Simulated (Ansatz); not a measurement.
# Effect of biaxial strain −3.00 %, plane normal [001], relaxed out of plane on Cu

Consider Cu in the fcc (Cu type) structure (space group Fm-3m, No. 225; a = 3.564 Å; relaxed with 0.1 eV smearing). Axes: x, y, z lie along the cube axes.

Now apply this change: compressive biaxial strain of 3.00 % in the plane normal to [001], as in epitaxy on a mismatched substrate; the out-of-plane cell vector and the atoms relax.

All numbers come from Kohn–Sham DFT with the PBEsol functional, run in Ansatz (a program for electronic structure) with PAW and 420 eV plane waves, no SOC. Γ-centred 32×32×32 mesh, Fermi–Dirac width 0.1 eV.

Volume per atom: 11.08 Å³ (base 11.32 Å³)
Space group: I4/mmm (No. 139) (base Fm-3m (No. 225))
Shortest interatomic distance: 2.444 Å (base 2.520 Å)
Energy relative to the base (free energy F): +12 meV/atom
Pressure (mean of the normal stresses, compression positive): 4.0 GPa (base 0.0 GPa)
Band gap: zero (base zero)
Out-of-plane strain: +4.03 %
Ratio −ε⊥/ε∥: 1.34
Mean in-plane stress (compression positive): +6.1 GPa

Cost of the whole job for the changed cell (relaxation, final SCF and bands): roughly 3 core-minutes.

Whether these cells are dynamically stable was not tested. All final runs are without spin polarisation.
